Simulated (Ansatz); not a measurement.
**What pressure −1 GPa does to SnO2**

Base system: SnO2 in the rutile structure (space group P4_2/mnm, No. 136; a = 4.7692 Å, c = 3.2120 Å).

The change: hydrostatic tension (pressure −1 GPa).

The values are results of Ansatz (a quantum-chemistry and plane-wave program) PBEsol, scalar-relativistic without spin-orbit coupling, not measurements. k-mesh 7×7×10 (Γ-centred); smearing 0.05 eV (Fermi–Dirac).

| quantity | base | changed | shift |
|---|---|---|---|
| volume per atom | 12.18 Å³ | 12.24 Å³ | +0.066 Å³ |
| c/a ratio | 0.673 | 0.673 | -0.0009 |
| shortest interatomic distance | 2.066 Å | 2.071 Å | +0.005 Å |
| enthalpy H = E + PV relative to the base's energy | – | -0.08 eV/atom | – |
| band gap | 0.92 eV | 0.86 eV | -0.054 eV |
| gap character | direct at Γ | direct at Γ | – |
| width of the top valence band | 1.24 eV | 1.24 eV | -0.007 eV |
| electron mass | 0.17 mₑ along c, 0.19 mₑ across (at Γ) | 0.17 mₑ along c, 0.18 mₑ across (at Γ) | – |
| hole mass | 1.7 mₑ along c, 1.3 mₑ across (at Γ) | 1.8 mₑ along c, 1.3 mₑ across (at Γ) | – |
| valence-band top at Γ (three highest levels, from the VBM) | 0.00, -0.77, -0.77 eV | 0.00, -0.77, -0.77 eV | – |

Final structure:

```xyz
6
Lattice="4.7799 0.0000 0.0000 0.0000 4.7799 0.0000 0.0000 0.0000 3.2149" Properties=species:S:1:pos:R:3 pbc="T T T"
Sn     0.0000     0.0000     0.0000
Sn     2.3900     2.3900     1.6075
O      1.4645     1.4645     0.0000
O      3.8545     0.9255     1.6075
O      0.9255     3.8545     1.6075
O      3.3155     3.3155     0.0000
```

Load acts through the strain it causes; cell and atoms are relaxed under it. Masses are band curvatures over ±0.01 Å⁻¹ around the edge. Stability against distortions was not tested.
